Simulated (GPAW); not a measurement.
Band structure of Ag2O (P-3m1, 3 atoms in the cell).

```yaml
crystal:
  lattice:
    - [3.21547, 0.00000, 0.00000]
    - [-1.60773, 2.78468, 0.00000]
    - [0.00000, 0.00000, 4.98855]
  atoms:
    - { symbol: Ag, position: [0.66667, 0.33333, 0.28738] }
    - { symbol: Ag, position: [0.33333, 0.66667, 0.71262] }
    - { symbol: O, position: [0.00000, 0.00000, 0.00000] }
```

Level of theory: PBEsol, GPAW PAW datasets PBEsol (made by gpaw-setup) (plane waves; GPAW 25.7.0).

Settings: mode = pw; ecut = 900 eV; xc = PBEsol; kpts = 14 14 8; mesh shift (steps) = 0 0 0; occupations.name = methfessel-paxton; occupations.width = 0.1 eV; occupations.order = 0; nbands = -11; convergence.density = 1e-05 e/electron; symmetry.symmorphic = false; symmetry.tolerance = 0.0005; maxiter = 150; bandpath_npoints = 40.

The starting cell comes from a database of computed structures (which also holds hypothetical and non-ambient phases and stackings), without a prior relaxation at this level. The run gives no clean gap (levels at the Fermi energy touch, overlap or are partly filled at this smearing), which alone does not show that the compound is a metal.

Levels in eV from the Fermi level, bands 17 to 24:
```json
[
 {"point": "Γ", "17": "-2.87", "18": "-2.87", "19": "-2.07", "20": "0.21", "21": "0.21", "22": "5.27", "23": "6.85", "24": "14.48"},
 {"point": "M", "17": "-2.09", "18": "-1.73", "19": "-0.99", "20": "-0.77", "21": "2.51", "22": "3.59", "23": "7.45", "24": "9.94"},
 {"point": "K", "17": "-2.32", "18": "-1.55", "19": "-1.55", "20": "0.12", "21": "4.94", "22": "4.94", "23": "5.26", "24": "9.06"},
 {"point": "A", "17": "-2.33", "18": "-2.33", "19": "-0.42", "20": "-0.33", "21": "-0.33", "22": "1.82", "23": "12.25", "24": "12.59"},
 {"point": "L", "17": "-2.32", "18": "-2.15", "19": "-1.33", "20": "0.18", "21": "2.28", "22": "4.67", "23": "6.55", "24": "8.34"},
 {"point": "H", "17": "-1.95", "18": "-1.50", "19": "-1.50", "20": "-0.64", "21": "3.84", "22": "3.84", "23": "6.75", "24": "8.69"}
]
```

Bands cross the Fermi level along this path, so the cell is metallic at this level.
